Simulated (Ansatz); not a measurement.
The reference is InSb in the zinc blende structure (space group F-43m, No. 216; a = 6.5198 Å). Axes: x, y, z lie along the cube axes.

All numbers come from PBEsol/PAW in Ansatz (a quantum-chemistry and plane-wave program), no spin-orbit coupling, earlier PAW set.

Base values:

```
Item                             Value
-----------------------------  -------
Band gap                          zero
Shortest interatomic distance  2.823 Å
```

It is then changed as follows: a free-standing slab of 2 layers (4 atoms, 2 a layer) is cut normal to [110], with 15 Å of vacuum and the in-plane cell held at bulk.

### Question
Predict the new valence-band top at Γ.

### Answer
The valence-band top at Γ (three highest levels, from the VBM) is 0.00, -0.97, -1.32 eV.

### Question
Estimate the effect on the gap character.

### Answer
The gap character comes out as indirect, Γ → Γ–Z (80 % along).

### Question
Predict the new excess energy per area of both faces.

### Answer
The excess energy per area of both faces (slab less bulk energy over the cell's area: twice a surface energy) is 0.75 J/m².

### Question
How does this affect the band gap?

### Answer
The band gap becomes 1.04 eV (base: zero).

### Question
What does the calculation give for the shortest interatomic distance after the change?

### Answer
The shortest interatomic distance drops by 0.0416 Å to 2.782 Å.

The excess energy carries the mismatch between the slab's and the bulk's meshes. Spin-orbit coupling, missing from the scalar runs, can matter with Sb. No phonon test of stability was made. The final runs are not spin-polarised. The zero or small gap of InSb can change with the level of theory. k-point labels follow each cell's own Brillouin zone.
